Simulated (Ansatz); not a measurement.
Input and output of a relaxation of cell and atoms for Be₂Ag (Fd-3m, 6 atoms in the cell) (Ansatz, an electronic-structure program).

Method: LDA (PW92), default PAW files made with PBE (plane waves; Ansatz).

The change in words: atoms on their sites; basis.ecutwfc: 30.9 Ry → 15.4 Ry; relax: default → cell and atoms. Reference geometry:
```xyz
6
Lattice="0.0000 3.1805 3.1805 3.1805 0.0000 3.1805 3.1805 3.1805 0.0000" Properties=species:S:1:pos:R:3 pbc="T T T"
Be     2.3854     2.3854     3.9756
Be     2.3854     3.9756     2.3854
Be     4.0045     4.0045     4.0045
Be     3.9756     2.3854     2.3854
Ag     1.5902     1.5902     1.5902
Ag     0.0000     0.0000     0.0000
```

Reference input (self-consistent single point, DFT, LDA (PW92), plane waves, default PAW files made with PBE): basis.ecutwfc = 30.9 Ry; kpoints.mp_grid.grid = 9 9 9; hamiltonian.xc = lda; hamiltonian.pseudopotentials = {kind: paw} (the program's default PAW files); scf.occupations.method = fermi_dirac; scf.occupations.width = 0.0073 Ry. This run's input differs from it in these lines:

Ansatz 0.2 input:
```diff
@@ -9,3 +9,3 @@
     - { symbol: Be, position: [0.62500000, 0.12500000, 0.62500000] }
-    - { symbol: Be, position: [0.62953800, 0.62953800, 0.62953800] }
+    - { symbol: Be, position: [0.62500000, 0.62500000, 0.62500000] }
     - { symbol: Be, position: [0.12500000, 0.62500000, 0.62500000] }
@@ -14,3 +14,3 @@
 basis:
-  ecutwfc: 30.9 Ry
+  ecutwfc: 15.4 Ry
 kpoints:
@@ -26,2 +26,4 @@
     width: 0.0073 Ry
+relax:
+  cell: {}
 output:
```

The program printed (abridged):

```
   [... SCF lines of the steps left out ...]
relax step   1: F+E_penalty+E_count = -15254.39586157 eV  Δ(F+E_penalty+E_count) = +0.000e0 eV  max|allowed force component| = 8.481e-18 eV/Å  Δτ_max = 0.0000 Å  P = -5.421 GPa  Ω = 64.344 Å³  (8 SCF iters, dr2 threshold 1.00e-7 eV, accepted)
relax step   2: F+E_penalty+E_count = -15257.65284586 eV  Δ(F+E_penalty+E_count) = -3.257e0 eV  max|allowed force component| = 4.318e-17 eV/Å  Δτ_max = 0.0000 Å  P = +37.764 GPa  Ω = 61.538 Å³  energy of the carried Pulay correction = +3.539e0 eV  [...]
   [... lines left out ...]
relax step 119: F+E_penalty+E_count = -15254.46589451 eV  Δ(F+E_penalty+E_count) = -4.799e-3 eV  max|allowed force component| = 3.315e-17 eV/Å  Δτ_max = 0.0000 Å  P = -0.000 GPa  Ω = 61.768 Å³  energy of the carried Pulay correction = +4.799e-3 eV  [...]
relax step 120: F+E_penalty+E_count = -15254.37924818 eV  Δ(F+E_penalty+E_count) = +8.665e-2 eV  max|allowed force component| = 5.397e-17 eV/Å  Δτ_max = 0.0000 Å  P = +0.058 GPa  Ω = 61.768 Å³  stress off target by 5.85e-2 GPa  SCF on the basis [...]
basis re-selected at this cell: Δ(F+E_penalty+E_count) = +8.665e-2 eV, ΔP = +0.059 GPa vs the last step
   [... lines left out ...]
Free energy (F): -15254.379248 eV
Fermi energy:    13.994827 eV
Error: variable-cell relaxation did not converge after 120 `relax_step` rows, as none of its last 56 fresh-basis SCF(s) at a relaxed cell met both thresholds with a finite energy. The last misses `relax.cell.stress_tol`: largest allowed force component 5.40e-17 eV/Å (`relax.f_tol` 1.00e-2 eV/Å), stress off the target on the free part of the cell 5.85e-2 GPa (`relax.cell.stress_tol` 5.00e-2 GPa), F+E_penalty+E_count -15254.37924818 eV. The closest is row 75, whose structure comes with this error. Larger ratio of force or stress to its threshold at each such SCF whose figures are numbers: 92.468, 72.085, 45.510, 35.290, 24.648, 20.317, 15.594, 11.351, 2.318, 2.161, 2.013, 1.873, [...]
   [... lines left out ...]
to start a new deck from the relaxed geometry:
  cell:  # Å, volume = 61.7715 Å³
    - [-2.7247482521070495e-34, 3.1375159869711986, 3.1375159869711986]
    - [3.1375159869711986, -2.4200113144375405e-33, 3.1375159869711986]
    - [3.1375159869711986, 3.1375159869711986, -9.972797488602873e-34]
  atoms:
    - { symbol: Be, position: [0.6250000000000001, 0.6250000000000001, 0.125] }
    - { symbol: Be, position: [0.6250000000000001, 0.125, 0.6250000000000002] }
    - { symbol: Be, position: [0.6250000000000001, 0.6250000000000001, 0.6250000000000001] }
    - { symbol: Be, position: [0.125, 0.6250000000000001, 0.6250000000000002] }
    - { symbol: Ag, position: [0.25000000000000006, 0.25000000000000006, 0.25000000000000006] }
    - { symbol: Ag, position: [6.387911637227483e-35, -2.9171032589461563e-35, -1.6947178102312236e-35] }
```

The relaxation ended unconverged. 

The starting cell comes from a database of computed structures (which also holds hypothetical and non-ambient phases and stackings), without a prior relaxation at this level. Its lattice was rescaled by up to half a per cent. The cutoff lies below the one recommended for these files.

Cost on one core of a shared machine: roughly 3 min.
